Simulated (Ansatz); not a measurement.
Take MoSi2 (space group Fddd, No. 70; a = 4.571 Å, b = 7.958 Å, c = 8.727 Å; a hypothetical phase, not in the database extracts checked) as the base. Axes: x, y, z lie along a, b, c of the conventional cell.

Calculations: Ansatz (a first-principles code), PBEsol, PAW, cutoff 420 eV, no spin-orbit coupling.

Before the change:

| Quantity | Value |
|---|---|
| Pressure | 0.0 GPa |
| Shortest interatomic distance | 2.540 Å |
| Band gap | zero |

Now apply this change: a pure shear with ε_xz = ε_zx = -0.0045, atoms relaxed at fixed cell.

Q: What happens to the pressure, energy relative to the base, shortest interatomic distance and band gap?

A: The pressure (mean of the normal stresses, compression positive) remains 0.0 GPa; the energy goes up by 0.5 meV/atom; the shortest interatomic distance shrinks by 0.006 Å, from 2.540 Å to 2.534 Å; the band gap is still zero.

Without a gap, meshes like the base's 13×13×13 leave anisotropic stresses uncertain by several tenths of a GPa, and small strain energies with them. The cells carry an imposed strain or load. Stability against distortions was not tested. The final runs are not spin-polarised.
